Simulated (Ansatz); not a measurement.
GaN (model structure, P6₂22, No. 180, 6 atoms in the cell) was calculated with r²SCAN (PAW; Ansatz, a program for electronic structure).

Output (set-up and result lines):

```
Crystal: 6 atoms, lattice volume = 62.240 Å³
Basis set: ecut = 560 eV, 1853 PW (Γ), exchange–correlation on 75×75×180 points (27 copies of the dense FFT grid, shifted against one another)
Bands: 33, of which v1, the nominal top of the filled ones, is band 27 counted from 1 (26 counted from 0)
Symmetry: 6 space group operations
Space group: P3221 (ITA 154), of the structure as read, at distance tolerance 4.0e-5 Å
k-points: 100 of 864 (time reversal used)
Functional: x = r2scan, c = r2scan; τ floored in thin density (d = 2e-4 eV/Å³)
SCF iter   1: F=—  HF=-12526.676143 eV  |F-HF|=—  |Δ(HF+E_count)|=         —  Δρ=1.40e-2  dr2=5.00e-2  dr2_τ=2.61e-1
SCF iter   2: F=—  HF=-12526.793049 eV  |F-HF|=—  |Δ(HF+E_count)|=   1.17e-1  Δρ=6.98e-3  dr2=1.93e-2  dr2_τ=4.31e-4
  ...
SCF iter   9: F=—  HF=-12526.791277 eV  |F-HF|=—  |Δ(HF+E_count)|=   5.69e-9  Δρ=1.43e-6  dr2=1.37e-9  dr2_τ=3.15e-11
SCF iter  10: F=-12526.791277 eV  HF=-12526.791277 eV  |F-HF|=1.82e-12  |Δ(HF+E_count)|=  2.49e-10  Δρ=6.55e-8  dr2=2.25e-12  dr2_τ=1.77e-13
SCF 1 converged in 10 iterations: F = -12526.791277 eV  dr2 = 2.25e-12
SCF converged after 10 iterations
Free energy (F): -12526.791277 eV
Internal energy: -12526.791277 eV  (E = F + TS)
E sigma→0 (E₀):  -12526.791277 eV
Fermi energy:    12.077621 eV
--- Stress (GPa, compression-positive) ---
        0.096982      -0.000000      -0.000000
       -0.000000       0.096982       0.000000
       -0.000000       0.000000       0.803061
  P = ⅓ Tr σ = 0.3323 GPa (3.323 kbar)
```

Q: Write an input file that could have produced this run (the log leaves some choices open).

A: This is not unique; one that fits is 
Ansatz 0.2 input:
```yaml
crystal:
  lattice:
    - [3.125173448, -0.0000002862, 0.0]
    - [-1.5625864761, 2.7064797403, 0.0]
    - [0.0, 0.0, 7.3585176012]
  atoms:
    - { symbol: Ga, position: [0.5000784137, 0.0, 0.6666666667] }
    - { symbol: Ga, position: [0.0, 0.5000784137, 0.3333333333] }
    - { symbol: Ga, position: [0.4999215863, 0.4999215863, 0.0] }
    - { symbol: N, position: [0.5000270894, 0.0, 0.1666666667] }
    - { symbol: N, position: [0.0, 0.5000270894, 0.8333333333] }
    - { symbol: N, position: [0.4999729106, 0.4999729106, 0.5] }
basis:
  ecutwfc: 560
  ecutrho_ratio: 4
  xc_grid: 3
kpoints:
  mp_grid: { grid: [12, 12, 6] }
  band_path:
    path:
      - [0.0, 0.0, 0.0]
      - [0.045455, 0.0, 0.0]
      - [0.090909, 0.0, 0.0]
      - [0.136364, 0.0, 0.0]
      - [0.181818, 0.0, 0.0]
      - [0.227273, 0.0, 0.0]
      - [0.272727, 0.0, 0.0]
      - [0.318182, 0.0, 0.0]
      - [0.363636, 0.0, 0.0]
      - [0.409091, 0.0, 0.0]
      - [0.454545, 0.0, 0.0]
      - [0.5, 0.0, 0.0]
      - [0.472222, 0.055556, 0.0]
      - [0.444444, 0.111111, 0.0]
      - [0.416667, 0.166667, 0.0]
      - [0.388889, 0.222222, 0.0]
      - [0.361111, 0.277778, 0.0]
      - [0.333333, 0.333333, 0.0]
      - [0.307692, 0.307692, 0.0]
      - [0.282051, 0.282051, 0.0]
      - [0.25641, 0.25641, 0.0]
      - [0.230769, 0.230769, 0.0]
      - [0.205128, 0.205128, 0.0]
      - [0.179487, 0.179487, 0.0]
      - [0.153846, 0.153846, 0.0]
      - [0.128205, 0.128205, 0.0]
      - [0.102564, 0.102564, 0.0]
      - [0.076923, 0.076923, 0.0]
      - [0.051282, 0.051282, 0.0]
      - [0.025641, 0.025641, 0.0]
      - [0.0, 0.0, 0.166667]
      - [0.0, 0.0, 0.333333]
      - [0.0, 0.0, 0.5]
      - [0.045455, 0.0, 0.5]
      - [0.090909, 0.0, 0.5]
      - [0.136364, 0.0, 0.5]
      - [0.181818, 0.0, 0.5]
      - [0.227273, 0.0, 0.5]
      - [0.272727, 0.0, 0.5]
      - [0.318182, 0.0, 0.5]
      - [0.363636, 0.0, 0.5]
      - [0.409091, 0.0, 0.5]
      - [0.454545, 0.0, 0.5]
      - [0.5, 0.0, 0.5]
      - [0.472222, 0.055556, 0.5]
      - [0.444444, 0.111111, 0.5]
      - [0.416667, 0.166667, 0.5]
      - [0.388889, 0.222222, 0.5]
      - [0.361111, 0.277778, 0.5]
      - [0.333333, 0.333333, 0.5]
      - [0.307692, 0.307692, 0.5]
      - [0.282051, 0.282051, 0.5]
      - [0.25641, 0.25641, 0.5]
      - [0.230769, 0.230769, 0.5]
      - [0.205128, 0.205128, 0.5]
      - [0.179487, 0.179487, 0.5]
      - [0.153846, 0.153846, 0.5]
      - [0.128205, 0.128205, 0.5]
      - [0.102564, 0.102564, 0.5]
      - [0.076923, 0.076923, 0.5]
      - [0.051282, 0.051282, 0.5]
      - [0.025641, 0.025641, 0.5]
      - [0.5, 0.0, 0.333333]
      - [0.5, 0.0, 0.166667]
      - [0.333333, 0.333333, 0.333333]
      - [0.333333, 0.333333, 0.166667]
    npoints: 1
hamiltonian:
  xc: r2scan
  dispersion: none
  pseudopotentials: { kind: paw }
scf:
  occupations: { method: fermi_dirac, width: 0.01 }
  convergence: { dr2_threshold: 0.0000000006 }
output:
  forces: true
  stress: true
  eigenvalues: true
  write_bands: true
```

The PAW data were made under PBE.

Note: the relaxation could raise the start's symmetry but not lower it, so the cell can be a saddle point. Note: cell and atoms aren't relaxed at this level (pressure 0.3 GPa).

A model structure was made by putting elements into a prototype or built by hand; it is no filed structure, need not be a known phase, and can be a saddle point held by its symmetry.
